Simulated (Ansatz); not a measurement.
**(Au,Pd): Au$_{9}$Pd**

A 20-atom cell of (Au,Pd) started in the face-centred cubic structure, site fractions Au 0.900, Pd 0.100, short-range order -0.02 among the nearest mixed sites of the first mixed sublattice (0 is random, a negative value favours unlike neighbours), space group P-1 at the end.

Level of theory: PBE (plane waves to 420 eV, PAW; Ansatz, an electronic-structure program). No spin–orbit coupling. Its k-point mesh 6×6×6, Fermi–Dirac width 0.05 eV.

```
Item                                                                                             Result
---------------------------------------------------------  --------------------------------------------
volume per atom                                                                                17.68 Å³
Au–Au bonds (within 1.22 times the sum of covalent radii)  2.929 Å on average, from 2.882 to 2.983 (97)
Au–Pd bonds (within 1.22 times the sum of covalent radii)  2.904 Å on average, from 2.890 to 2.917 (22)
Pd–Pd bonds (within 1.22 times the sum of covalent radii)   2.927 Å on average, from 2.927 to 2.927 (1)
```

```yaml
crystal:
  lattice:
    - [-4.13610, 2.06638, -6.20660]
    - [4.13515, 6.20184, 2.07040]
    - [4.13191, 2.06692, -6.20363]
  atoms:
    - { symbol: Au, position: [0.80004, 0.19804, 0.59894] }
    - { symbol: Au, position: [0.75377, 0.50444, 0.74544] }
    - { symbol: Au, position: [0.70125, 0.80078, 0.89700] }
    - { symbol: Au, position: [0.49991, 0.99811, 0.49956] }
    - { symbol: Au, position: [0.44956, 0.29941, 0.65027] }
    - { symbol: Au, position: [0.40284, 0.60104, 0.79859] }
    - { symbol: Au, position: [0.34875, 0.89922, 0.95300] }
    - { symbol: Au, position: [0.14832, 0.09615, 0.54841] }
    - { symbol: Au, position: [0.10016, 0.40174, 0.69837] }
    - { symbol: Au, position: [0.05131, 0.70029, 0.84783] }
    - { symbol: Au, position: [0.94984, 0.29826, 0.15163] }
    - { symbol: Au, position: [0.90168, 0.60385, 0.30159] }
    - { symbol: Pd, position: [0.84981, 0.89988, 0.44985] }
    - { symbol: Au, position: [0.64716, 0.09896, 0.05141] }
    - { symbol: Au, position: [0.60044, 0.40059, 0.19973] }
    - { symbol: Au, position: [0.55009, 0.70189, 0.35044] }
    - { symbol: Au, position: [0.29623, 0.19556, 0.10456] }
    - { symbol: Au, position: [0.24996, 0.50196, 0.25106] }
    - { symbol: Pd, position: [0.20019, 0.80012, 0.40015] }
    - { symbol: Au, position: [0.99869, 0.99971, 0.00217] }
```
